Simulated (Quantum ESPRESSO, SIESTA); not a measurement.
## Equation of state of AlB2-type ZrB2 (space group 191): energy against volume (SIESTA, PBE)

```
ZrB2
1.0
    3.11363     0.00000     0.00000
   -1.55682     2.69649     0.00000
    0.00000     0.00000     3.46723
Zr B
1 2
Cartesian
  0.00000   0.00000   0.00000
  1.55682   0.89883   1.73362
  0.00000   1.79766   1.73362
```

Level of theory: SIESTA with GGA PBE, numerical atomic orbitals DZP, PseudoDojo PBE standard norm-conserving potentials (rewritten from UPF to PSML). Settings: XC.functional = GGA; XC.authors = PBE; potentials = PseudoDojo PBE standard; PAO.BasisSize = DZP; PAO.EnergyShift = 0.01 Ry; MeshCutoff = 520 Ry; kgrid.MonkhorstPack = 21 21 17; OccupationFunction = FD; ElectronicTemperature = 580.23 K; MaxSCFIterations = 150; SCF.Mixer.Method = Broyden; SCF.Mixer.Weight = 0.25; SCF.Mixer.History = 6; SCF.DM.Tolerance = 1.0E-05. The cell above is the first row's. The rows scale it uniformly. In all rows fractional positions and the k mesh are held. E is the free energy at the stated smearing, counted from the lowest row.

```csv
V (Å^3/atom),E (meV/atom)
9.703,?
9.914,9.74
10.125,1.44
10.336,0.00
10.547,4.61
10.758,14.91
10.969,30.45
11.180,50.62
11.391,74.87
```

Fit E of the 8 rows that show it with the third-order Birch-Murnaghan form, a cubic in V^(-2/3). With u = V^(-2/3) - 0.207, the rows have u = 0.009688, 0.006667, 0.003749, 0.000929, -0.001799, -0.004439, -0.006996, -0.009473. Least squares gives E = 7.520 - 3453.77·u + 383340·u² - 316397·u³. Residuals (row less fit): -0.011, 0.001, 0.057, -0.032, -0.066, 0.017, 0.067, -0.037; standard error 0.061 (degrees of freedom: 4). Its minimum lies at u = 0.004530, so V0 = (0.211530)^(-3/2) = 10.28. There d²E/du² = 758100 and d³E/du³ = -1898000, so B0 = (4/9) × 10.28^(-7/3) × 758100 × 0.160218 = 235 GPa (the last factor turns the table's units into GPa), and B0' = 4 + (2/3) × 0.211530 × (-1898000)/758100 = 3.6. The program's pressures in the fitted runs (not shown) pass through zero at V = 10.28, 0.01 % from this V0.

Problem. Estimate the missing E (V = 9.703); what did the run itself give?

Solution. u = 0.012818, so E = 7.520 - 3453.77 × 0.012818 + 383340 × 0.012818² - 316397 × 0.012818³ = 25.566 meV/atom. The calculation gives 25.52 meV/atom, 0.046 meV/atom below the prediction (0.1 % of the range of E in the table). The row lies outside the fitted rows, so this is an extrapolation. From the scatter of the fitted rows alone, a prediction at this place has a standard error of 0.180 meV/atom, so the miss is 0.3 times that.

Carrying the step between the two nearest rows on in a straight line would have given 18.04, off by 7.48; series whose last step already gives the withheld value aren't shown. The scan was laid around a cell of about the measured size, scaled by a guess for this functional; axis ratios and inner coordinates come from that cell. The runs keep the symmetry of the cell, so they don't test it for distortions. A plane-wave scan with the same functional (Quantum ESPRESSO, GBRV) gives V0 = 10.27 Å^3/atom and B0 = 239 GPa; a Birch-Murnaghan fit to all rows here lies 0.1 % from it in V0 and -2 % in B0; the two differ in basis, and may differ in potentials and mesh. Values carry the incompleteness of an atom-centred basis. The shape of the cell and the inner coordinates aren't relaxed, so V0 and B0 belong to this uniform scaling; a relaxed crystal lies no higher in energy and is usually softer. Cutoffs and mesh are single choices, not tested for convergence of this quantity. Series with a scatter that would blur these digits, or in which a gap closes, are not shown. Nor are scans whose minimum lies at an end fitted in this form.
